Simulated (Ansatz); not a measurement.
Start from Te (space group P3_121, No. 152; made of chains).

```
CELL_PARAMETERS angstrom
      4.62412     0.00000     0.00000
     -2.31206     4.00460     0.00000
      0.00000     0.00000     5.90339
ATOMIC_POSITIONS crystal
  Te 0.25335 0.00000 0.33333
  Te 0.00000 0.25335 0.66667
  Te 0.74665 0.74665 0.00000
```

Cartesian axes are those of the cell as printed.

Computed with r2SCAN (Ansatz, a first-principles code), scalar-relativistic without spin-orbit coupling.

Before the change:

* **Band gap**: 0.55 eV
* **Smallest direct gap**: 0.60 eV

The change: uniaxial strain ε_xx = −4.81 %, all other strain components held at zero; the atoms relax in the strained cell.

Problem. What does the calculation give for the band gap after the change?

Solution. The band gap shrinks by 0.07 eV, from 0.55 eV to 0.48 eV.

Problem. How does this affect the smallest direct gap?

Solution. The smallest direct gap falls by 0.11 eV (0.60 eV → 0.49 eV).

Problem. What happens to the largest internal atomic displacement?

Solution. The largest internal atomic displacement comes out as 0.068 Å.

Problem. What happens to the stress?

Solution. The stress (xx, yy, zz, yz, xz, xy; compression positive) comes out as (1.37, 0.35, 1.02, 0.50, 0.00, 0.00) GPa.

Problem. Estimate the effect on the energy relative to the base.

Solution. The energy increases by 6.6 meV/atom.

Spin-orbit coupling, missing from the scalar runs, can matter with Te. Whether these cells are dynamically stable was not tested. No dispersion term is included, though the crystal is made of layers, chains or molecules, so its spacings can come out too wide.
